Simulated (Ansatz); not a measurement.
The starting structures come from a database of crystals and need not be the phases stable at ambient conditions.

 Where the default PAW files enter, the runs use the earlier of Ansatz's two default sets.

By PBEsol, the system below comes out a metal.

Crystal: TaS₂ (R-3m, not sure to be the ambient phase, 6 atoms a cell, 18.9 Å³ an atom); planes in its conventional cell.

Computed with PBEsol (plane waves, PAW; Ansatz, an electronic-structure program).

G/A = (e²/h) × open channels of both spins per area, as a mean over 0.1 eV about the Fermi level, without spin-orbit coupling, for the cells as given.

| plane | area (Å²) | G/A (10¹⁵ S/m²) |
|---|---|---|
| (101) | 39.4 | 0.69 |
| (001) | 9.6 | ___ |

Task: What belongs in the gaps?

Result: 
- (001), G/A (10¹⁵ S/m²): 0.24
